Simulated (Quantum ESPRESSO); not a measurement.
Input and output of a self-consistent single point for Li3Mg (P1, 4 atoms in the cell) (Quantum ESPRESSO).

Computed with PBEsol, GBRV 1.5 ultrasoft (PBESOL) pseudopotentials (plane waves; Quantum ESPRESSO).

The change in words: atoms moved at random. Reference geometry:
```xyz
4
Lattice="2.1579 -2.1579 4.2782 2.1579 2.1579 4.2782 -2.1579 -2.1579 4.2782" Properties=species:S:1:pos:R:3 pbc="T T T"
Li     0.0000     0.0000     4.2782
Li     0.0000     2.1579     2.1391
Li    -2.1579     0.0000     2.1391
Mg     0.0000     0.0000     0.0000
```

Reference input (self-consistent single point, DFT, PBEsol, plane waves, GBRV 1.5 ultrasoft (PBESOL) pseudopotentials): ecutwfc = 40 Ry; ecutrho = 200 Ry; occupations = smearing; smearing = fd; degauss = 0.0036749 Ry; potentials = {Li: li_pbesol_v1.4.uspp.F.UPF, Mg: mg_pbesol_v1.4.uspp.F.UPF}; K_POINTS = automatic 11 11 11 0 0 0; conv_thr = 1e-10 Ry; mixing_beta = 0.3. This run's input differs from it in these lines:

```diff
@@ -9,5 +9,3 @@
 &SYSTEM
-    ibrav = 7
-    celldm(1) = 8.1557933922
-    celldm(3) = 1.982548090068
+    ibrav = 0
     nat = 4
@@ -28,8 +26,12 @@
 ATOMIC_POSITIONS {alat}
-Li    0.0000000000    0.0000000000    0.9912740450
-Li    0.0000000000    0.5000000000    0.4956370225
-Li   -0.5000000000    0.0000000000    0.4956370225
-Mg    0.0000000000    0.0000000000    0.0000000000
+Li   -0.0105134515    0.0063816564    0.8186312831
+Li    0.4090830238   -0.0006274481    0.3977696568
+Li    0.0067713477    0.4066832812    0.4174187940
+Mg    0.0052922455   -0.0018035027   -0.0056172956
 K_POINTS {automatic}
 11 11 11  0 0 0
+CELL_PARAMETERS {angstrom}
+  -2.1579300000     2.1579300000     4.2782000000
+   2.1579300000    -2.1579300000     4.2782000000
+   2.1579300000     2.1579300000    -4.2782000000
```

Output (repeated stretches shortened):

```
     Self-consistent Calculation

     iteration #  1     ecut=    40.00 Ry     beta= 0.30

     total energy              =    -168.38136559 Ry
     estimated scf accuracy    <       1.90737397 Ry

     iteration #  2     ecut=    40.00 Ry     beta= 0.30

     total energy              =    -168.14504845 Ry
     estimated scf accuracy    <       0.47989898 Ry

     iteration #  3     ecut=    40.00 Ry     beta= 0.30

     total energy              =    -168.23166482 Ry
     estimated scf accuracy    <       0.02113456 Ry

   [... 7 blocks of this kind left out ...]

     iteration # 11     ecut=    40.00 Ry     beta= 0.30

     total energy              =    -168.23542216 Ry
     estimated scf accuracy    <          4.9E-10 Ry

     iteration # 12     ecut=    40.00 Ry     beta= 0.30
     End of self-consistent calculation

     Number of k-points >= 100: set verbosity='high' to print the bands.

     the Fermi energy is     2.2689 ev

!    total energy              =    -168.23542216 Ry
     estimated scf accuracy    <          6.0E-11 Ry
     smearing contrib. (-TS)   =      -0.00117819 Ry
     internal energy E=F+TS    =    -168.23424397 Ry

     convergence has been achieved in  12 iterations

     Forces acting on atoms (cartesian axes, Ry/au):

     atom    1 type  1   force =     0.00591946   -0.00371620   -0.00082190
     atom    2 type  1   force =     0.00142556    0.00015845    0.00247906
     atom    3 type  1   force =    -0.00299404    0.00172094   -0.00415777
     atom    4 type  2   force =    -0.00435098    0.00183681    0.00250060

     Total force =     0.010747     Total SCF correction =     0.000005

          total   stress  (Ry/bohr**3)                   (kbar)     P=        1.39
   0.00001845  -0.00000183   0.00000411            2.71       -0.27        0.60
  -0.00000183   0.00000096   0.00000095           -0.27        0.14        0.14
   0.00000411   0.00000095   0.00000897            0.60        0.14        1.32

   JOB DONE.
```

The run converged in 12 iterations. Against the reference run the free energy rises by 3.8 meV/atom, the pressure moves little (0.09 to 0.14 GPa) and the largest force goes from 0.000 to 0.181 eV/Å. The full log also holds: “c_bands:  1 eigenvalues not converged”.

The starting cell comes from a database of computed structures (which also holds hypothetical and non-ambient phases and stackings), without a prior relaxation at this level. For this run, on top of that: atoms moved at random.

Cost on one core of a shared machine: roughly 4 min.
